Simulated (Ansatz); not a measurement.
For corundum In2O3 (high-pressure phase), LDA in Ansatz (PAW) gives:

```
Property                    Value
-------------------  ------------
lattice constant a        5.461 Å
lattice parameter c      14.370 Å
cohesive energy      5.38 eV/atom
band gap                  1.29 eV
```

Question: What does r²SCAN+rVV10 in Ansatz (plane waves, PAW) give for the same quantities?

Answer: 
- lattice constant a: 5.499 Å (goes up by 0.7 %)
- lattice parameter c: 14.490 Å (rises by 0.8 %)
- cohesive energy: 4.66 eV/atom (shrinks by 0.72 eV/atom)
- band gap: 1.81 eV (grows by 0.52 eV)

Changes are worked out from the printed values.

Unless a cell is named, each level is at its own relaxed cell (LDA 12.37, r²SCAN+rVV10 12.65 Å³/atom).

Levels without +SOC leave out spin–orbit coupling, which shifts energies and cells of such heavy elements.

Spin–orbit coupling is included only where a level's name says +SOC; with heavier elements it mostly lowers gaps and can invert bands. Density-functional gaps are differences of (generalised) Kohn–Sham levels.

Ansatz's density-functional and Hartree–Fock values are scalar-relativistic unless marked +SOC, with PAW data made under PBE.

Ansatz is a quantum-chemistry and plane-wave program.
